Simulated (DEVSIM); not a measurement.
Device: illuminated Si p-on-n cell, one wavelength, at 300 K.

Layer 1 from the left is Si, thickness (μm) 0.540, Na (cm⁻³) 1.2e19, τn (s) 3.2e-8, τp (s) 2.3e-6, absorption coefficient (cm⁻¹) 3100. Layer 2 from the left is Si, thickness (μm) 57.0, Nd (cm⁻³) 5.4e16, τn (s) 2.9e-6, τp (s) 2.9e-6, absorption coefficient (cm⁻¹) 3100.

Left contact: ohmic, minority electron recombination velocity 60000 cm/s. Right contact: ohmic, minority hole recombination velocity 70 cm/s. Voltage is applied to the left contact. Recombination: SRH at mid-gap, radiative, Auger. Light enters at the left, 2.4e17 photons cm⁻² s⁻¹, one pass, no reflection. Mobility is constant in doping.

This is a model device: material constants are rounded textbook-type values typed into the input, and sizes, dopings and lifetimes were drawn at random. Values at 300 K.

Si: gap (eV) 1.124, affinity (eV) 4.05, permittivity 11.7, Nc (cm⁻³) 2.86e19, Nv (cm⁻³) 3.1e19, μn (cm²/Vs) 1417, μp (cm²/Vs) 470, B (cm³/s) 4.7e-15, Cn (cm⁶/s) 2.8e-31, Cp (cm⁶/s) 9.9e-32.

Simulated with DEVSIM: 1D drift-diffusion, Boltzmann statistics, complete ionisation; no tunnelling, impact ionisation, image-force lowering or self-heating.

Dark forward current:

```csv
|V| (V),|J| (A/cm²)
0.05,5.875e-10
0.10,2.089e-9
0.15,6.264e-9
0.20,1.850e-8
0.25,5.752e-8
0.30,2.014e-7
0.35,8.474e-7
0.40,4.339e-6
0.45,2.574e-5
0.50,0.0001660
0.55,0.001113
0.60,0.007595
0.65,0.05204
0.70,0.3503
0.75,2.111
0.80,9.630
0.85,38.10
0.90,162.7
0.95,692.4
1.00,2341
```

Task: Work out the local ideality factor n = ΔV / (kT/q · ln(J2/J1)) between the rows 0.15 and 0.20 V, 0.60 and 0.65 V, 0.95 and 1.00 V.

Result: kT/q = 25.85 mV. From 0.15 to 0.20 V: ln(1.850e-8/6.264e-9) = 1.083, n = 1.79. From 0.60 to 0.65 V: ln(0.05204/0.007595) = 1.925, n = 1.01, near the 1 of diffusion or emission over a barrier. From 0.95 to 1.00 V: ln(2341/692.4) = 1.218, n = 1.59.

Task: What current could the absorbed light give at most, and what share is collected?

Result: Σ αd = 17.8, so qΦ(1 − exp(−Σ αd)) = 38.5 mA/cm². The simulated short-circuit current is 37.01 mA/cm², a share of 0.96.

Task: Estimate the open-circuit voltage by superposition: the voltage at which the dark current equals that short-circuit current.

Result: Interpolating ln J in the table gives 0.641 V. The simulation gives 0.641 V, the same within the digits that matter. Superposition holds where collection doesn't change with voltage.

Task: Estimate the fill factor from FF0 = (v − ln(v + 0.72))/(v + 1), v = qVoc/(nkT), with n from the dark curve.

Result: The rows about Voc, 0.60 and 0.65 V, give n = 1.01, so v = 24.7 and FF0 = 0.835. The simulation gives 0.835, the same within the digits that matter.
